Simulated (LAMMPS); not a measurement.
Consider ZnS (zinc blende), 4096 atoms, at 100 K and 0 GPa, heated as the crystal in molecular dynamics.

Method: classical MD, pair style sw, file CdTeZnSeHgS0.sw (LAMMPS).

```yaml
state_found: crystal; no diffusion seen in 30 ps
density: 4.0728 ± 0.0001 g/cm³
volume_per_atom: 19.8638 ± 0.0001 Å³
enthalpy_per_atom: -3.0545 ± 0.0001 eV
first peak of g(r), S-Zn: 2.34 Å, height 29.7
coordination number of S by Zn: 4.00 (counted to 3.18 Å)
coordination number of Zn by S: 4.00 (counted to 3.18 Å)
most common S-Zn-S angle: in the 3° bin centred on 109.5° (mean of all 109°)
mean_frequency_of_the_velocity_spectrum: 8.5 THz
cost: around 10 core-minutes (rough)
```

Potential: file CdTeZnSeHgS0.sw of the LAMMPS distribution; its header cites Zhou, Ward, Martin, van Swol, Cruz-Campa, and D. Zubia, Phys. Rev. B, 88, 085309 (2013).

States go by the mean squared displacement: a species diffuses where it passes 1.5 Å², still rises and gives D over 1e-6 cm²/s; a crystal has left its structure where atoms lie 0.35 Å off their sites on average or a cubic box changes its shape by 3 %.

Errors shown are sampling errors alone.

| angle (°) | probability per degree, S-Zn-S |
|---|---|
| 97.50 | 0.0000 |
| 100.5 | 0.0001 |
| 103.5 | 0.0056 |
| 106.5 | 0.0764 |
| 109.5 | 0.1740 |
| 112.5 | 0.0723 |
| 115.5 | 0.0049 |
| 118.5 | 0.0000 |
